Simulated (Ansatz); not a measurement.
Take ZnS in the zinc blende structure (space group F-43m, No. 216) as the base.

```
ZnS
1.0
    0.00000     2.69455     2.69455
    2.69455     0.00000     2.69455
    2.69455     2.69455     0.00000
Zn S
1 1
Direct
  0.00000   0.00000   0.00000
  0.25000   0.25000   0.25000
```

Cartesian axes are those of the cell as printed.

Computed with r2SCAN/PAW in Ansatz (a quantum-chemistry and plane-wave program), spin-orbit coupling left out.

Before the change:

The band gap is 2.70 eV, the electron mass comes out as 0.19 mₑ (at Γ) and the valence-band top at Γ is 0.00, 0.00, 0.00 eV.

Modification: the cell is compressed by 0.50 % along z with no lateral relaxation, atoms relaxed at fixed cell.

Problem. Estimate the effect on the band gap.

Solution. The band gap rises by 0.01 eV (2.70 eV → 2.71 eV).

Problem. What does the calculation give for the electron mass after the change?

Solution. The electron mass is still 0.19 mₑ (at Γ).

Problem. Predict the new stress.

Solution. The stress (xx, yy, zz, yz, xz, xy; compression positive) comes out as (0.33, 0.33, 0.54, 0.00, 0.00, 0.00) GPa.

Problem. What does the calculation give for the valence-band top at Γ after the change?

Solution. The valence-band top at Γ (three highest levels, from the VBM) becomes 0.00, -0.02, -0.02 eV (base: 0.00, 0.00, 0.00 eV).

The cells carry an imposed strain or load. Masses are band curvatures over ±0.01 Å⁻¹ around the edge. Stability against distortions was not tested.
